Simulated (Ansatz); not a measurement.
Data:

```yaml
crystal:
  lattice:
    - [0.00000, 2.74581, 2.74581]
    - [2.74581, 0.00000, 2.74581]
    - [2.74581, 2.74581, 0.00000]
  atoms:
    - { symbol: Se, position: [0.75000, 0.75000, 0.75000] }
    - { symbol: Zn, position: [0.00000, 0.00000, 0.00000] }
```

No spin polarisation.

Method: r2SCAN in Ansatz (plane waves to 500 eV, PAW, no spin-orbit coupling). Settings: 10×10×10 k-points, 0.05 eV Fermi–Dirac smearing.

Question: Predict the electron mass, width of the top valence band and band gap.

Answer: The electron mass comes out as 0.14 mₑ (at Γ), the width of the top valence band comes out as 3.19 eV and the band gap is 2.28 eV.

Load acts through the strain it causes; cell and atoms are relaxed under it. Masses are band curvatures over ±0.01 Å⁻¹ around the edge. Whether these cells are dynamically stable was not tested. Tetrahedral semiconductors of this kind turn to denser phases somewhere between about 1 and 50 GPa; those were not computed, so compressed cells here can lie past the real transition. The cell was made from ZnSe in the zinc blende structure (space group F-43m, No. 216) by this change: pressure 7.5 GPa.

Ansatz is a quantum-chemistry and plane-wave program.
